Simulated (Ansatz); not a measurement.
Base system: Si in the diamond structure (space group Fd-3m, No. 227).

```xyz
2
Lattice="0.0000 2.7222 2.7222 2.7222 0.0000 2.7222 2.7222 2.7222 0.0000" Properties=species:S:1:pos:R:3 pbc="T T T"
Si     2.7222     2.7222     2.7222
Si     4.0832     4.0832     4.0832
```

Cartesian axes are those of the cell as printed.

All numbers come from Ansatz (a quantum-chemistry and plane-wave program) r2SCAN, spin-orbit coupling left out.

Before the change:

```
Item                                         Value
-----------------------------  -------------------
Valence-band top at Γ          0.00, 0.00, 0.00 eV
Band gap                                   0.78 eV
Shortest interatomic distance              2.357 Å
```

Perturbation: the symmetric strain tensor [0.0024 0.0043 0.0130; 0.0043 -0.0067 0.0071; 0.0130 0.0071 0.0026]; the atoms relax in the strained cell.

Q: What does the calculation give for the valence-band top at Γ after the change?

A: The valence-band top at Γ (three highest levels, from the VBM) becomes 0.00, -0.04, -0.28 eV (base: 0.00, 0.00, 0.00 eV).

Q: What does the calculation give for the stress after the change?

A: The stress (xx, yy, zz, yz, xz, xy; compression positive) is (-0.12, 0.80, -0.13, -1.17, -2.11, -0.72) GPa.

Q: What does the calculation give for the band gap after the change?

A: The band gap shrinks by 0.231 eV (0.78 eV → 0.54 eV).

Q: Estimate the effect on the shortest interatomic distance.

A: The shortest interatomic distance falls by 0.013 Å to 2.344 Å.

Stability against distortions was not tested.
